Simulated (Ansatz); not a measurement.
Cost and result by functional for the surface energy of the (310) surface of bcc Mo in its 1x1 cell, outermost plane spacing 1.00 Å in the ideal cut, in Ansatz (plane waves, PAW). Single points on the PBE structure, on one kind of machine; costs are rough ratios of the slab run's core time (references not counted) to the cheapest single point. r2SCAN's cost holds its higher cutoff (500 against 420 eV). Differences are taken against r2SCAN for comparison alone: no measured value is at hand, so the table doesn't rank accuracy.

Set-up: 11 atoms, 10.0 Å thick at the start (thin: gaps and levels are the slab's own); mesh 12x8x1; 0.1 eV smearing; dipole correction on; all atoms relaxed; held to the part of the start's symmetry that mesh and held atoms allow; no spin, no spin-orbit, no U. These notes are the PBE run's.

```
functional                     relative cost  surface energy (J/m²)  less r2SCAN (J/m²)
-----------------------------  -------------  ---------------------  ------------------
LDA                                        1                   3.55                0.20
RPBE                                       1                   2.93               -0.42
PBEsol                                     1                   3.45                0.10
r2SCAN                                     2                   3.35                0.00
PBE (the relaxed run's value)              –                   3.13               -0.23
```

The values span 0.62 J/m², while the single points' costs differ by a factor of roughly 2. Differences are of unrounded values.

Ansatz is a program for electronic structure.
